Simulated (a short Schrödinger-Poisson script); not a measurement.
System: symmetric double-gate stack, SiO2 on p-type Ge(111), at 77 K.

```
layer  material  thickness (nm)  Na (cm⁻³)
-----  --------  --------------  ---------
1          SiO2             1.5          -
2            Ge               4       2e15
3          SiO2             1.5          -
```

The device is made up for the run: typed textbook-type constants, with dimensions and the other settings drawn at random. SiO2: permittivity 3.9, conduction-band edge (eV) 3.1, gap (eV) 9, electron mass (mₑ) 0.5. Ge: permittivity 16, conduction-band edge (eV) 0, gap (eV) 0.664, Nv at 300 K (cm⁻³) 6e18.

Channel valleys (confinement mass, in-plane density-of-states mass, number): L1 1.59, 0.08, 1; L3 0.09, 0.34, 3. At the gates, both at one voltage, the conduction-band edge of layer 1 lies 3.36 eV − eVg above the Fermi level of the channel. Gaps are held at their typed values at every temperature. Mesh 0.03 nm at interfaces.

From a short Schrödinger-Poisson script (our own, NumPy): 1D Poisson equation in equilibrium, electrons classical, Boltzmann, parabolic valleys, classical holes, full ionisation, no traps, pinning or gate leakage.

The same stack at other levels of the model or other numerical settings:

```tsv
run	sheet density of all electrons at Vg = 0.95 V (cm⁻²)	sheet density of all electrons at Vg = 0.35 V (cm⁻²)	capacitance of both gates at Vg = 0.95 V (μF/cm²)	rough cost against the base
base	1.86e13	2.14e12	4.50	about 1
electrons treated as classical, Fermi-Dirac	1.62e13	1.92e12	3.91	2
electrons treated as quantum, Hartree	1.25e13	1.07e12	[?]	9
mesh six times as coarse	[?]	2.12e12	[?]	about 1
```

Fill in the missing entries.


- mesh six times as coarse, sheet density of all electrons at Vg = 0.95 V (cm⁻²): 1.83e13
- electrons treated as quantum, Hartree, capacitance of both gates at Vg = 0.95 V (μF/cm²): 3.26
- mesh six times as coarse, capacitance of both gates at Vg = 0.95 V (μF/cm²): 4.42

The classical rows ignore confinement, and Boltzmann statistics overrate the density once the band edge passes the Fermi level.

Only the L valleys are kept; under strong confinement the Δ valleys of Ge fill too.
